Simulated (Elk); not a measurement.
**Input and output of a self-consistent single point for LuB2Ru3 (P6/mmm, 6 atoms in the cell) (Elk)**

Level of theory: LDA (PW92), all-electron FP-LAPW, Elk's shipped species files, default APW+lo basis (Elk 10.2.4).

This input was run:

```
tasks
  0

xctype
  3

rgkmax
  7.0

rmtscf
  0.87

stype
  0

swidth
  0.00999582

avec
   10.2778232157    0.0000000774    0.0000000000
   -5.1389116749    8.9008559617    0.0000000000
    0.0000000000    0.0000000000    5.6891905735

sppath
  'species/'

atoms
  3   : nspecies
  'Lu.in'   : spfname
  1   : natoms; atposl, bfcmt below
  0.0000000000  0.0000000000  0.0000000000    0.0 0.0 0.0
  'B.in'   : spfname
  2   : natoms; atposl, bfcmt below
  0.6666666667  0.3333333333  0.0000000000    0.0 0.0 0.0
  0.3333333333  0.6666666667  0.0000000000    0.0 0.0 0.0
  'Ru.in'   : spfname
  3   : natoms; atposl, bfcmt below
  0.5000000000  0.0000000000  0.5000000000    0.0 0.0 0.0
  0.5000000000  0.5000000000  0.5000000000    0.0 0.0 0.0
  0.0000000000  0.5000000000  0.5000000000    0.0 0.0 0.0

ngridk
  6 6 9
```

Output (repeated stretches shortened):

```
│ Elk code version 10.2.4 │

All units are atomic (Hartree, Bohr, etc.)

│ Ground-state run starting from atomic densities │

Lattice vectors :
   10.27782322      0.7740000000E-07   0.000000000
  -5.138911675       8.900855962       0.000000000
   0.000000000       0.000000000       5.689190574

Unit cell volume      :    520.4552576
Brillouin zone volume :   0.4766023781

Muffin-tin inner radius fraction :   0.1000000000E-01

Nuclei treated as point charges

Species :    1 (Lu)
 parameters loaded from : Lu.in
 name : lutetium
 nuclear charge    :   -71.00000000
 electronic charge :    71.00000000
 atomic mass :    318945.3295
 muffin-tin radius :    2.436000000
 number of radial points in muffin-tin :    697
 atomic positions (lattice), magnetic fields (Cartesian) :
   1 :   0.00000000  0.00000000  0.00000000    0.00000000  0.00000000  0.00000000

Species :    2 (B)
 parameters loaded from : B.in
 name : boron
 nuclear charge    :   -5.000000000
 electronic charge :    5.000000000
 atomic mass :    19707.24741
 muffin-tin radius :    1.566000000
 number of radial points in muffin-tin :    297
 atomic positions (lattice), magnetic fields (Cartesian) :
   1 :  -0.33333333  0.33333333  0.00000000    0.00000000  0.00000000  0.00000000
   2 :   0.33333333 -0.33333333  0.00000000    0.00000000  0.00000000  0.00000000

Species :    3 (Ru)
 parameters loaded from : Ru.in
 name : ruthenium
 nuclear charge    :   -44.00000000
 electronic charge :    44.00000000
 atomic mass :    184239.3392
 muffin-tin radius :    2.262000000
 number of radial points in muffin-tin :    597
 atomic positions (lattice), magnetic fields (Cartesian) :
   1 :   0.50000000  0.00000000  0.50000000    0.00000000  0.00000000  0.00000000
   2 :   0.50000000  0.50000000  0.50000000    0.00000000  0.00000000  0.00000000
   3 :   0.00000000  0.50000000  0.50000000    0.00000000  0.00000000  0.00000000

Total number of atoms per unit cell :    6

   [... lines left out ...]
Maximum |G| for potential and density :    12.00000000
 potential will be trimmed for |G| > 2 gkmax
Constant for pseudocharge density :    7
Radial integration step length :    4

G-vector grid sizes :     40    40    24
Number of G-vectors :    15147

Maximum angular momentum used for
 APW functions                      :    8
 outer part of muffin-tin           :    6
 inner part of muffin-tin           :    1

Total nuclear charge    :   -213.0000000
Total core charge       :    134.0000000
Total valence charge    :    79.00000000
Total excess charge     :    0.000000000
Total electronic charge :    213.0000000

Effective Wigner radius, rₛ :   0.8355486255

Number of empty states         :   24
Total number of valence states :   64
Total number of core states    :  134

Total number of local-orbitals :   89

Exchange-correlation functional :      3     0     0
 Perdew-Wang/Ceperley-Alder, Phys. Rev. B 45, 13244 (1992)
 gradient requirement :    0
 local density approximation (LDA)

Smearing type :    0
 Gaussian
Smearing width :   0.9995820000E-02
Effective electronic temperature (K) :    3156.430308

Mixing type :    3
 Broyden mixing, J. Phys. A: Math. Gen. 17, L317 (1984)

Kohn-Sham potential initialised from atomic data
│ Self-consistent loop started │
│ Loop number : 1 │
 total energy                :     -28163.0307258
│ Loop number : 2 │
 total energy                :     -28165.2524658
RMS change in Kohn-Sham potential (target) :   0.3099993556     (  0.1000000000E-05)
Absolute change in total energy (target)   :    2.221739976     (  0.1000000000E-03)
│ Loop number : 3 │
 total energy                :     -28177.9696852
RMS change in Kohn-Sham potential (target) :   0.2335932530     (  0.1000000000E-05)
Absolute change in total energy (target)   :    13.27265438     (  0.1000000000E-03)
│ Loop number : 4 │
 total energy                :     -28189.3176431
RMS change in Kohn-Sham potential (target) :   0.1485972728     (  0.1000000000E-05)
Absolute change in total energy (target)   :    14.66612156     (  0.1000000000E-03)
│ Loop number : 5 │
 total energy                :     -28195.2888262
RMS change in Kohn-Sham potential (target) :   0.1040197724     (  0.1000000000E-05)
Absolute change in total energy (target)   :    9.637713489     (  0.1000000000E-03)
   [... lines left out ...]
Absolute change in total energy (target)   :   0.8615078361E-02 (  0.1000000000E-03)
│ Loop number : 14 │
 total energy                :     -28203.9750290
RMS change in Kohn-Sham potential (target) :   0.5576050318E-05 (  0.1000000000E-05)
Absolute change in total energy (target)   :   0.3460977841E-02 (  0.1000000000E-03)
│ Loop number : 15 │
 total energy                :     -28203.9743184
RMS change in Kohn-Sham potential (target) :   0.1423025244E-05 (  0.1000000000E-05)
Absolute change in total energy (target)   :   0.1546431376E-03 (  0.1000000000E-03)
│ Loop number : 16 │
 total energy                :     -28203.9739776
RMS change in Kohn-Sham potential (target) :   0.6590720951E-06 (  0.1000000000E-05)
Absolute change in total energy (target)   :   0.3020922632E-03 (  0.1000000000E-03)
│ Loop number : 17 │
 total energy                :     -28203.9739663
RMS change in Kohn-Sham potential (target) :   0.1971693145E-06 (  0.1000000000E-05)
Absolute change in total energy (target)   :   0.8687724039E-04 (  0.1000000000E-03)
Convergence targets achieved

│ Loop number : 18 │

Energies :
 Fermi                       :     0.421263291365
 sum of eigenvalues          :     -17007.3309071
 electron kinetic            :      30416.1322007
 core electron kinetic       :      29521.6168041
 Coulomb                     :     -57930.8529240
 Coulomb potential           :     -46509.3474530
 nuclear-nuclear             :     -2565.37926978
 electron-nuclear            :     -64221.5998554
 Hartree                     :      8856.12620119
 Madelung                    :     -34676.1791975
 xc potential                :     -914.115654726
 exchange                    :     -668.903343187
 correlation                 :     -20.3499228877
 total energy                :     -28203.9739894

Density of states at Fermi energy :    103.7351198
 (states/Hartree/unit cell)

Estimated indirect band gap :   0.8863371842E-03
 from k-point      5 to k-point      9
Estimated direct band gap   :   0.4891290600E-02
 at k-point      9

Charges :
 core                        :    134.0000000
 valence                     :    79.00000000
 interstitial                :    11.51357112
 muffin-tins (core leakage)
  species :    1 (Lu)
   atom    1                 :    68.59949747     (  0.9687102178E-05)
  species :    2 (B)
   atom    1                 :    3.430206453     (  0.3710621654E-03)
   atom    2                 :    3.430206453     (  0.3710621654E-03)
  species :    3 (Ru)
   atom    1                 :    42.00883950     (  0.6961950980E-06)
   atom    2                 :    42.00883950     (  0.6961950980E-06)
   atom    3                 :    42.00883950     (  0.6961950980E-06)
 total in muffin-tins        :    201.4864289
 total calculated charge     :    213.0070770
 total charge                :    213.0000000
 error                       :   0.7076956228E-02

│ Self-consistent loop stopped │
```

The run converged in 18 iterations. The count includes the last loop, which Elk runs after its targets are met.

The starting cell comes from a database of computed structures (which also holds hypothetical and non-ambient phases and stackings), without a prior relaxation at this level. Spin-orbit coupling is off. Spin polarisation is off. Values depend on the basis (sphere radii, cutoffs, local orbitals), which need not be converged. The log's line on a gap gives a spacing of levels on this mesh, which the program prints for metals too.

Cost on one core of a shared machine: roughly 90 s.
